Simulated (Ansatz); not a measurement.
We consider 1T (CdI2-type) MgI₂, described by PBEsol (plane waves, PAW; Ansatz, an electronic-structure program).

Numerical settings: plane-wave cutoff 520 eV, 12×12×6 k mesh (along the axes of the cell as run), Fermi–Dirac smearing 0.01 eV, scalar-relativistic PAW data made under PBE.

Cell (relaxed at this level):

```
CELL_PARAMETERS angstrom
      2.06467    -3.57612     0.00000
      2.06467     3.57612     0.00000
      0.00000     0.00000     7.02551
ATOMIC_POSITIONS crystal
  Mg 0.00000 0.00000 0.00000
  I  0.33333 0.66667 0.23755
  I  0.66667 0.33333 0.76245
```

Q: Predict the bulk modulus B0, band gap and smallest direct gap on the k points sampled.

A: 
bulk modulus B0: 7.57 GPa
band gap: 3.52 eV
smallest direct gap on the k points sampled: 3.70 eV

Note: the cell comes from a level without a dispersion term, which matters for the spacing of layers, chains or molecules; the bulk modulus comes from volumes at which shape and atoms were relaxed; the cell has widely spaced layers and the level no dispersion term, so their spacing and the moduli can rest on weak binding.

Spin–orbit coupling is not included; with these elements it can move the gap by several tenths of an eV or more.

Static lattice: no zero-point or thermal effects.
